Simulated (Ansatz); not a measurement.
An Ansatz (an electronic-structure program) input (r2SCAN (Ansatz, PAW, no spin-orbit coupling)):

Ansatz 0.2 input:
```yaml
crystal:
  lattice:
    - [0, 3.3156599273, 3.3156599273]
    - [3.3156599273, 0, 3.3156599273]
    - [3.3156599273, 3.3156599273, 0]
  atoms:
    - { symbol: Sb, position: [0.75, 0.75, 0.75] }
    - { symbol: In, position: [0, 0, 0] }
basis: { ecutwfc: 500, ecutrho_ratio: 4, xc_grid: 4, fft_grid_basis: typed }
kpoints: { mp_grid: { grid: [12, 12, 12] } }
hamiltonian:
  xc: r2scan
  dispersion: none
  pseudopotentials: { kind: paw }
scf: { occupations: { method: fermi_dirac, width: 0.05 }, convergence: { dr2_threshold: 0.0000000002 } }
relax: { f_tol: 0.005, max_steps: 50 }
output: { forces: true, stress: true }
checkpoint: { write: state.ck, write_every: 1000 }
```

Task: Which symmetry and how many k-points will the program report, and about how many plane waves at Γ?

Result: Space group F-43m (ITA 216) with 24 operations, k-points 72 of 1728, and 1837 plane waves at Γ.

Task: And the final pressure?

Result: -1.37 GPa (compression positive).

The cells carry an imposed strain or load. Whether these cells are dynamically stable was not tested. All final runs are without spin polarisation. The cell was made from InSb in the zinc blende structure (space group F-43m, No. 216) by this change: isotropic strain +1.15 %.
